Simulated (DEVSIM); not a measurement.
Structure: Ni/HfO2/SiO2/p-Si capacitor, at 300 K.

Layer 1 from the left is HfO2, thickness (nm) 3.00. Layer 2 from the left is SiO2, thickness (nm) 0.680. Layer 3 from the left is Si, thickness (nm) 5800, Na (cm⁻³) 9.9e15.

Metal gate on the left, work function 5.1 eV. Fixed charge at the semiconductor interface 0 cm⁻² (in units of +e); no interface traps.

Constants are typed, rounded textbook-type inputs, not results; the design itself was drawn at random and stands for no fabricated device. Values at 300 K.

HfO2: gap (eV) 5.7, affinity (eV) 2.5, permittivity 22. SiO2: gap (eV) 9, affinity (eV) 0.9, permittivity 3.9. Si: gap (eV) 1.124, affinity (eV) 4.05, permittivity 11.7, Nc (cm⁻³) 2.86e19, Nv (cm⁻³) 3.1e19.

Estimate by hand the flat-band voltage, the threshold voltage, and compare with a numerical solution.


- Flat-band voltage: C = 2.85 μF/cm², work-function difference 0.134 V; VFB = φms − qNf/C = 0.13 V; numerical 0.13 V.
- Threshold voltage: φF = 0.355 V, depletion charge √(4εqNφF) = 4.83e-8 C/cm²; VT = VFB + 2φF + Qd/C = 0.86 V; numerical 0.86 V.

DEVSIM, 1D Poisson equation in equilibrium, Boltzmann statistics, complete ionisation; no quantum confinement or tunnelling. Metal contacts follow the ideal Schottky-Mott rule: no Fermi-level pinning, no interface dipoles.
